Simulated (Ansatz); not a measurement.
**C interstitial started as a split pair with C in 4H silicon carbide**

Calculation: PBE, PAW (plane waves to 420 eV; Ansatz, a program for electronic structure). Cell: 96 sites, 3×2×1; final energies on a 2×2×2 shifted mesh. Site at the start: split with C(h). Finite-size correction: monopole term and site-potential alignment. Dielectric constants: PBE linear response of the host. Host gap at this level: 2.23 eV. Finite-size and sampling errors can reach tenths of an eV here. PBE underestimates the host's gap, which shifts levels and can delocalise carriers. Spin–orbit coupling is left out. Each state is the lowest found from its start.

Formation energies E_f are given with the Fermi level at the valence-band maximum. Chemical conditions: C-rich (Δμ(C) = 0.00 eV; only phases computed here count, gases as isolated molecules at 0 K); Si-rich (Δμ(C) = -0.41 eV; only phases computed here count, gases as isolated molecules at 0 K). Reference phases: C: graphite.

The name describes the start; the neighbours show where the added atom ended.

```
charge         moment (μB)  largest move off a lattice site (Å)        neighbours of the added atom at the end (Å)  image correction with alignment (eV)  E_f, C-rich (eV)  E_f, Si-rich (eV)  above the lowest spin state (eV)
------  ------------------  -----------------------------------  -------------------------------------------------  ------------------------------------  ----------------  -----------------  --------------------------------
+2      not spin-polarised                                 0.34                           C 1.27, Si 1.88, Si 1.88                                  0.89              4.82               5.23                              0.00
+1                     1.0                                 0.30                           C 1.31, Si 1.83, Si 1.83                                  0.26              5.23               5.64                              0.00
0                      2.0                                 0.26                           C 1.36, Si 1.79, Si 1.79                                  0.00              6.32               6.73                              0.00
0       not spin-polarised                                 0.28                           C 1.35, Si 1.80, Si 1.80                                  0.00              6.48               6.89                              0.15
−1                     1.0                                 0.24                           C 1.40, Si 1.77, Si 1.77                                  0.09              8.36               8.77                              0.00
−2†     not spin-polarised                                 0.23  C 1.50, Si 1.74, Si 1.85, Si 1.90, C 2.53, C 2.67                                  0.52                 –                  –                              0.00
```

† Not settled in this cell, so no level is given: charge −2: level within 0.1 eV of a band edge or past it.

Not the lowest form: the same atoms on another site or from another start ended lower, by 0.14 eV at charge +2; by 0.20 eV at charge −1; by 0.27 eV at charge −2. The levels below are those of this configuration alone.

Transition levels above the valence-band maximum: ε(+2/+1) = 0.41 eV; ε(+1/0) = 1.09 eV; ε(0/−1) = 2.04 eV.

Flagged in the runs: a doubtful potential alignment, a host whose relaxation on this sampling wasn't shown to rest, a strain field that reaches the edge of the cell.
